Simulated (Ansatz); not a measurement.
**Worked example: self-consistent single point of Hf2Ge (Fmm2, 6 atoms in the cell) in Ansatz (a quantum-chemistry and plane-wave program)**

Method: PBEsol, default PAW files made with PBE (plane waves; Ansatz).

This input was run:

Ansatz 0.2 input:
```yaml
# Hf2Ge
crystal:
  lattice:
    - [-3.280404, 3.280404, 2.638536]
    - [3.280404, -3.280404, 2.638536]
    - [3.280404, 3.280404, -2.638536]
  atoms:
    - { symbol: Hf, position: [0.344240, 0.155760, 0.500000] }
    - { symbol: Hf, position: [0.655760, 0.844240, 0.500000] }
    - { symbol: Hf, position: [0.161149, 0.661149, 0.822298] }
    - { symbol: Hf, position: [0.844240, 0.344240, 0.188480] }
    - { symbol: Ge, position: [0.250000, 0.250000, 0.000000] }
    - { symbol: Ge, position: [0.750000, 0.750000, 0.000000] }
basis:
  ecutwfc: 420.0
kpoints:
  mp_grid:
    grid: [4, 4, 4]
hamiltonian:
  xc: pbesol
  pseudopotentials:
    kind: paw
scf:
  occupations:
    method: fermi_dirac
    width: 0.1
output:
  forces: true
  eigenvalues: true
  stress: true
```

Output (repeated stretches shortened):

```
WARN ansatz: RAYON_NUM_THREADS=1 ignored (pool sized by the plan → 1); use --threads N
Pseudopotentials: kind: paw
Pseudopotential: Hf, paw, valence charge 26
Pseudopotential: Ge, paw, valence charge 14
Crystal: 6 atoms, lattice volume = 113.574 Å³
Basis set: ecut = 420 eV, 2193 PW (Γ), exchange–correlation on 72×72×72 points (8 copies of the dense FFT grid, shifted against one another)
Bands: 80, of which v1, the nominal top of the filled ones, is band 66 counted from 1 (65 counted from 0)
Symmetry: 4 space group operations
Space group: Fmm2 (ITA 42), of the structure as read, at distance tolerance 4.8e-5 Å
k-points: 18 of 64 (time reversal used)
PAW frozen core: Hf, regenerated for the run's functional, and the local potential with it
PAW frozen core: Ge, regenerated for the run's functional, and the local potential with it
Initial density: superposition of atomic densities (neutral atoms: chi_scale 0, normalization atom), corrected by the library's trained network
Initial wavefunctions: pseudopotential atomic-orbital guess
Eigensolver: davidson
Functional: x = pbesol(κ = 0.804, μ = 0.12345679012345678), c = pbesol(β = 0.046)
SCF iter   1: F=—  HF=-70903.457849 eV  |F-HF|=—  |Δ(HF+E_count)|=         —  Δρ=4.37e-3  dr2=2.60e-2  ethr=1.77e-3  ⟨swp⟩=5.1  Hψ=4200  notcnv=0  defer=24
all-band conjugate gradients solve this SCF's bands
preconditioner: auto → Kerker (q_TF=auto, 2.798 Å⁻¹)
SCF iter   2: F=—  HF=-70903.454649 eV  |F-HF|=—  |Δ(HF+E_count)|=   3.20e-3  Δρ=2.60e-3  dr2=1.17e-2  ethr=1.97e-5  ⟨swp⟩=2.0  Hψ=1837  notcnv=0  defer=39
SCF iter   3: F=—  HF=-70903.452982 eV  |F-HF|=—  |Δ(HF+E_count)|=   1.67e-3  Δρ=8.00e-4  dr2=1.07e-3  ethr=8.83e-6  ⟨swp⟩=2.0  Hψ=2090  notcnv=0  defer=39
SCF iter   4: F=—  HF=-70903.451978 eV  |F-HF|=—  |Δ(HF+E_count)|=   1.00e-3  Δρ=3.82e-4  dr2=1.53e-4  ethr=8.10e-7  ⟨swp⟩=2.0  Hψ=2567  notcnv=0  defer=39
SCF iter   5: F=—  HF=-70903.451935 eV  |F-HF|=—  |Δ(HF+E_count)|=   4.39e-5  Δρ=1.41e-4  dr2=2.61e-5  ethr=1.16e-7  ⟨swp⟩=2.1  Hψ=2471  notcnv=0  defer=39
SCF iter   6: F=—  HF=-70903.451898 eV  |F-HF|=—  |Δ(HF+E_count)|=   3.70e-5  Δρ=5.69e-5  dr2=4.37e-6  ethr=1.97e-8  ⟨swp⟩=2.1  Hψ=2320  notcnv=0  defer=39
SCF iter   7: F=—  HF=-70903.451897 eV  |F-HF|=—  |Δ(HF+E_count)|=   7.47e-7  Δρ=1.48e-5  dr2=2.67e-7  ethr=3.31e-9  ⟨swp⟩=2.1  Hψ=2570  notcnv=0  defer=39
SCF iter   8: F=—  HF=-70903.451897 eV  |F-HF|=—  |Δ(HF+E_count)|=   1.12e-8  Δρ=8.30e-6  dr2=9.98e-8  ethr=7.58e-11  ⟨swp⟩=10.1  Hψ=7203  notcnv=0
SCF iter   9: F=-70903.451897 eV  HF=-70903.451897 eV  |F-HF|=2.43e-8  |Δ(HF+E_count)|=   9.36e-8  Δρ=3.65e-6  dr2=1.68e-8  ethr=7.56e-11  ⟨swp⟩=5.4  Hψ=5511  notcnv=0
SCF 1 converged in 9 iterations: F = -70903.451897 eV  dr2 = 1.68e-8
SCF converged after 9 iterations
Free energy (F): -70903.451897 eV
Harris-Foulkes:  -70903.451897 eV  (|F-HF|=2.43e-8)
Internal energy: -70903.363773 eV  (E = F + TS)
E sigma→0 (E₀):  -70903.407835 eV
Entropy (-TS):   -0.088124 eV (-14.687 meV/atom)
Fermi energy:    18.981978 eV
--- Per-component energies (eV) ---
  E_band       = 96.805902
  E_kinetic    = 1923.570012
  E_local      = -23795.738586  (includes V_loc(G=0)·N_el)
  E_nonlocal   = -4113.556193
  E_hartree    = 11113.643325
  E_xc         = -1344.459892
  E_vxc        = -1198.420442  (∫ρ·V_xc dr)
  E_paw        = -31186.415894  (= ΣΔE_a)
  E_vpaw       = 5053.654300  (= ΣTr[D̂ρ^β])
  E_aug_tail   = 0.000531  (compensation charges beyond the density's cutoff)
  E_ewald      = -23507.247316
  E_core_change = 6.840239  (= ΣΔE_core)
  E_smearing   = -0.088124  (= −TS)
  E_closure    = 0.000000  (closes the sum)
  Σ components = -70903.451897   (vs F -70903.451897, Δ=0.00e0)
--- Forces (eV/Å), atoms counted from 1 ---
  atom   1  Hf     0.02793889     0.05319264     0.00000000
  atom   2  Hf     0.05319264     0.02793889     0.00000000
  atom   3  Hf    -0.28491982    -0.28491982     0.00000000
  atom   4  Hf     0.14844345     0.14844345     0.00000000
  atom   5  Ge     0.02766730     0.02766730     0.00000000
  atom   6  Ge     0.02766730     0.02766730     0.00000000
  max |Σ_I F_I| component: 1.03e-5 eV/Å
--- Stress (GPa, compression-positive) ---
       -1.485960      -0.457184       0.000000
       -0.457184      -1.485960       0.000000
        0.000000       0.000000      -0.308834
  P = ⅓ Tr σ = -1.0936 GPa (-10.936 kbar)
  The stress holds the Pulay correction. Without it, at fixed plane waves, as pw.x and ABINIT print it: P = -1.1336 GPa
--- Band table (eV; the first three rows and the last of 18) ---
  k-point 0: bands = ["-42.4850", "-42.4547", "-42.4227", "-42.4148", "-11.3824", "-11.3403", "-11.2947", "-11.2881", "-11.2466", "-11.2208", "-11.1864", "-11.1444", "-11.1098", "-10.8452", "-10.8070", "-10.7799", "-5.0615", "-4.9545", "-4.9535", [...]
  k-point 1: bands = ["-42.4787", "-42.4540", "-42.4297", "-42.4148", "-11.3861", "-11.3487", "-11.3098", "-11.2890", "-11.2230", "-11.2180", "-11.1905", "-11.1450", "-11.0263", "-10.8736", "-10.8639", "-10.7813", "-5.0613", "-4.9564", "-4.9471", [...]
  k-point 2: bands = ["-42.4713", "-42.4488", "-42.4425", "-42.4148", "-11.3931", "-11.3494", "-11.2808", "-11.2604", "-11.2357", "-11.2253", "-11.2250", "-11.1271", "-10.9359", "-10.9291", "-10.9201", "-10.7832", "-5.0612", "-4.9582", "-4.9403", [...]
  k-point 17: bands = ["-42.4536", "-42.4459", "-42.4422", "-42.4356", "-11.4479", "-11.3759", "-11.3691", "-11.2288", "-11.2247", "-11.1417", "-11.1244", "-11.0894", "-10.9289", "-10.9281", "-10.9234", "-10.8967", "-5.0608", "-4.9442", "-4.9441", [...]
```

The run converged in 9 iterations.

The starting cell comes from a database of computed structures (which also holds hypothetical and non-ambient phases and stackings), without a prior relaxation at this level. Its lattice was rescaled by up to half a per cent. One atom was moved a little off its site on purpose. Spin-orbit coupling is off. Ansatz's pressure includes its estimate of the finite-basis (Pulay) stress.
